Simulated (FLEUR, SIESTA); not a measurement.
A FLEUR input for a self-consistent single point of CrBW (Fmmm, 6 atoms in the cell) (DFT, LDA (Vosko-Wilk-Nusair), all-electron FLAPW (FLEUR), scalar-relativistic valence):

Input of the input generator:

```
CrBW crystal
&input film=f /
0.0000000000 0.7022366408 0.7119436076
0.4244501767 0.0000000000 0.7119436076
0.4244501767 0.7022366408 0.0000000000
10.2049843028
1.0 1.0 1.0

6
24 0.3289300000 0.6710700000 0.3289300000
24 0.6710700000 0.3289300000 0.6710700000
5 0.7500000000 0.7500000000 0.7500000000
5 0.2500000000 0.2500000000 0.2500000000
74 0.1657000000 0.1657000000 0.8343000000
74 0.8343000000 0.8343000000 0.1657000000

&comp jspins=1 /
&exco xctyp='vwn' /
&kpt div1=6 div2=6 div3=6 gamma=t /
&end /
```

```xml
<?xml version="1.0" encoding="UTF-8" standalone="no"?>
<fleurInput fleurInputVersion="0.39">
   <comment>
      CrBW crystal                                                                                        
   </comment>
   <calculationSetup>
      <cutoffs Kmax="4.0" Gmax="16.0" GmaxXC="16.0" numbands="0"/>
      <scfLoop itmax="60" minDistance="0.00001" maxIterBroyd="40" imix="Anderson" alpha="0.05" precondParam="0.0" spinf="2.0"/>
      <coreElectrons ctail="T" frcor="F" kcrel="0" coretail_lmax="0"/>
      <xcFunctional name="vwn" relativisticCorrections="F"/>
      <magnetism jspins="1"/>
      <soc l_soc="F" theta="0.0" phi="0.0" spav="F"/>
      <expertModes spex="0" secvar="F"/>
      <geometryOptimization l_f="T" forcealpha="1.0" forcemix="BFGS" epsdisp="0.00001" epsforce="0.00001"/>
      <ldaU l_linMix="F" mixParam="0.05" spinf="1.0"/>
   </calculationSetup>
   <cell>
      <bzIntegration valenceElectrons="62.0" mode="hist" fermiSmearingEnergy="0.00367493">
         <kPointListSelection listName="default-1"/>
         <!-- k-points included here -->
         <xi:include xmlns:xi="http://www.w3.org/2001/XInclude" href="kpts.xml"> </xi:include>
      </bzIntegration>
      <!-- symmetry operations included here -->
      <xi:include xmlns:xi="http://www.w3.org/2001/XInclude" href="sym.xml"> </xi:include>
      <bulkLattice scale="1.0">
         <bravaisMatrix>
            <row-1>    0.0000000000000000     7.1663138962150024     7.2653733400368026</row-1>
            <row-2>    4.3315073905441865     0.0000000000000000     7.2653733400368026</row-2>
            <row-3>    4.3315073905441865     7.1663138962150024     0.0000000000000000</row-3>
         </bravaisMatrix>
      </bulkLattice>
   </cell>
   <atomSpecies>
      <species name="Chromium (Cr)" element="Cr" atomicNumber="24">
         <mtSphere radius="2.03" gridPoints="715" logIncrement="0.017"/>
         <atomicCutoffs lmax="8" lnonsphr="6"/>
         <electronConfig flipSpins="F">
            <coreConfig>(1s1/2) (2s1/2) (2p1/2) (2p3/2)</coreConfig>
            <valenceConfig>(3s1/2) (3p1/2) (3p3/2) (4s1/2) (3d3/2) (3d5/2)</valenceConfig>
            <stateOccupation state="(4s1/2)" spinUp="0.5" spinDown="0.5"/>
            <stateOccupation state="(3d3/2)" spinUp="1.0" spinDown="1.0"/>
            <stateOccupation state="(3d5/2)" spinUp="1.5" spinDown="1.5"/>
         </electronConfig>
         <energyParameters s="4" p="4" d="3" f="4"/>
         <lo type="SCLO" l="0" n="3" eDeriv="0"/>
         <lo type="SCLO" l="1" n="3" eDeriv="0"/>
      </species>
      <species name="Boron (B)" element="B" atomicNumber="5">
         <mtSphere radius="1.98" gridPoints="697" logIncrement="0.015"/>
         <atomicCutoffs lmax="8" lnonsphr="6"/>
         <electronConfig flipSpins="F">
            <coreConfig>(1s1/2)</coreConfig>
            <valenceConfig>(2s1/2) (2p1/2) (2p3/2)</valenceConfig>
            <stateOccupation state="(2p1/2)" spinUp="0.1666666666667" spinDown="0.1666666666667"/>
            <stateOccupation state="(2p3/2)" spinUp="0.3333333333333" spinDown="0.3333333333333"/>
         </electronConfig>
         <energyParameters s="2" p="2" d="3" f="4"/>
      </species>
      <species name="Tungsten (W)" element="W" atomicNumber="74">
         <mtSphere radius="2.01" gridPoints="707" logIncrement="0.019"/>
         <atomicCutoffs lmax="8" lnonsphr="6"/>
         <electronConfig flipSpins="F">
            <coreConfig>(1s1/2) (2s1/2) (2p1/2) (2p3/2) (3s1/2) (3p1/2) (3p3/2) (4s1/2) (3d3/2) (3d5/2) (4p1/2) (4p3/2) (4d3/2) (4d5/2) (4f5/2) (4f7/2)</coreConfig>
            <valenceConfig>(5s1/2) (5p1/2) (5p3/2) (6s1/2) (5d3/2) (5d5/2)</valenceConfig>
            <stateOccupation state="(5d3/2)" spinUp="0.8" spinDown="0.8"/>
            <stateOccupation state="(5d5/2)" spinUp="1.2" spinDown="1.2"/>
         </electronConfig>
         <energyParameters s="6" p="6" d="5" f="5"/>
         <lo type="SCLO" l="0" n="5" eDeriv="0"/>
         <lo type="SCLO" l="1" n="5" eDeriv="0"/>
      </species>
   </atomSpecies>
   <atomGroups>
      <atomGroup species="Chromium (Cr)">
         <relPos label="                   1">.3289300000 -.3289300000 .3289300000</relPos>
         <relPos label="                   2">-.3289300000 .3289300000 -.3289300000</relPos>
         <force calculate="T" relaxXYZ="TTT"/>
      </atomGroup>
      <atomGroup species="Boron (B)">
         <relPos label="                   3">-1.000/4.000 -1.000/4.000 -1.000/4.000</relPos>
         <relPos label="                   4">1.000/4.000 1.000/4.000 1.000/4.000</relPos>
         <force calculate="T" relaxXYZ="TTT"/>
      </atomGroup>
      <atomGroup species="Tungsten (W)">
         <relPos label="                   5">.1657000000 .1657000000 -.1657000000</relPos>
         <relPos label="                   6">-.1657000000 -.1657000000 .1657000000</relPos>
         <force calculate="T" relaxXYZ="TTT"/>
      </atomGroup>
   </atomGroups>
   <output dos="F" band="F" slice="F">
      <checks vchk="F" cdinf="F"/>
      <bandDOS minEnergy="-.5*Htr" maxEnergy="0.5*Htr" sigma="0.015" storeEVData="T"/>
      <vacuumDOS vacdos="F" integ="F" star="F" nstars="0" locx1="0.0" locy1="0.0" locx2="0.0" locy2="0.0" nstm="0" tworkf="0.0"/>
      <unfoldingBand unfoldBand="F" supercellX="1" supercellY="1" supercellZ="1"/>
      <plotting iplot="0" polar="F">
         <plot TwoD="T" vec1="  1.0  0.0  0.0" vec2="  0.0  1.0  0.0" vec3="  0.0  0.0  1.0" zero="  0.0  0.0  0.0" file="plot"/>
      </plotting>
      <chargeDensitySlicing numkpt="0" minEigenval="0.0" maxEigenval="0.0" nnne="0" pallst="F"/>
      <specialOutput eonly="F"/>
      <magneticCircularDichroism mcd="F" energyLo="-10.0" energyUp="0.0"/>
   </output>
  <!-- We include the file relax.xml here to enable relaxations (see documentation) -->
  <xi:include xmlns:xi="http://www.w3.org/2001/XInclude" href="relax.xml"> <xi:fallback/> </xi:include>
</fleurInput>
```

Problem. Give the SIESTA input for the same structure, mesh, smearing and functional.

Solution. One input that does it (others would too):

```
# files in the folder: Cr.psml B.psml W.psml (PseudoDojo LDA standard)
SystemName  CrBW
SystemLabel CrBW

NumberOfAtoms                6
NumberOfSpecies              3
%block ChemicalSpeciesLabel
  1 24 Cr
  2 5 B
  3 74 W
%endblock ChemicalSpeciesLabel
LatticeConstant              5.400245 Ang
%block LatticeVectors
     0.000000000    0.702236658    0.711943625
     0.424450187    0.000000000    0.711943625
     0.424450187    0.702236658    0.000000000
%endblock LatticeVectors
AtomicCoordinatesFormat      Ang
%block AtomicCoordinatesAndAtomicSpecies
     2.292135000    2.494769585    3.844670000  1
     2.292135000    5.089730415    3.844670000  1
     3.438202500    5.688375000    5.767005000  2
     1.146067500    1.896125000    1.922335000  2
     2.292135000    3.792250000    1.274123638  3
     2.292135000    3.792250000    6.415216362  3
%endblock AtomicCoordinatesAndAtomicSpecies

XC.functional                LDA
XC.authors                   PW92
PAO.BasisSize                DZP
PAO.EnergyShift              0.01 Ry
MeshCutoff                   400 Ry
%block kgrid.MonkhorstPack
    6   0   0  0.0
    0   6   0  0.0
    0   0   6  0.0
%endblock kgrid.MonkhorstPack
OccupationFunction           FD
ElectronicTemperature        0.1 eV

MaxSCFIterations             150
SCF.Mixer.Method             Pulay
SCF.Mixer.Weight             0.1
SCF.Mixer.History            6
SCF.DM.Tolerance             1.0E-05
Diag.ParallelOverK           true
WriteForces                  true
Charge.Mulliken              end
```

Basis, cutoffs, solver keys and any potentials are the target program's own. This input uses DFT, LDA PW92, numerical atomic orbitals DZP, PseudoDojo LDA standard norm-conserving potentials (rewritten from UPF to PSML). LDA parametrisations can differ slightly between programs.

The starting cell comes from a database of computed structures (which also holds hypothetical and non-ambient phases and stackings), without a prior relaxation at this level.
